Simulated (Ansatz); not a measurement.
We consider Be5Au (F-43m, No. 216), described by LDA in Ansatz (plane waves, PAW).

Numerical settings: plane-wave cutoff 520 eV, 16×16×16 k mesh, Fermi–Dirac smearing 0.05 eV, scalar-relativistic PAW data made under PBE.

Energies at three volumes about the minimum:

| V (Å³/atom) | E − E_lowest (meV/atom) |
|---|---|
| 8.863 | 1.82 |
| 9.044 | 0.00 |
| 9.225 | 1.70 |

Task: Fit a parabola by hand: where is the minimum, what lattice constant follows, and what is the bulk modulus?

Result: Slopes: (0.00 − 1.82)/(9.044 − 8.863) = -10.055 and (1.70 − 0.00)/(9.225 − 9.044) = 9.392 meV/Å³. Curvature E″ = 2 × (9.392 − (-10.055))/(9.225 − 8.863) = 107.442 meV/Å⁶. From the middle of the first interval, the slope vanishes at V0 = 8.9535 − (-10.055)/107.442 = 9.047 Å³/atom. B = V0 E″ = 9.047 × 107.442 meV/Å³ × 0.1602 GPa per meV/Å³ = 156 GPa. With 24 atoms in the cube, a = (24 × 9.047)^(1/3) = 6.010 Å. The full Birch–Murnaghan fit to all volumes gives V0 = 9.045 Å³/atom and B0 = 156 GPa.

Measured, for comparison: equilibrium volume per atom 9.46 Å³/atom (temperature not stated, no zero-point or thermal correction, from a published cell, temperature and pressure not stated; as tabulated in F. W. von Batchelder and R. F. Raeuchle, Acta Crystallographica 11, 122 (1958)). Computed less measured: equilibrium volume per atom -4.4 %.

Ansatz is a first-principles code.
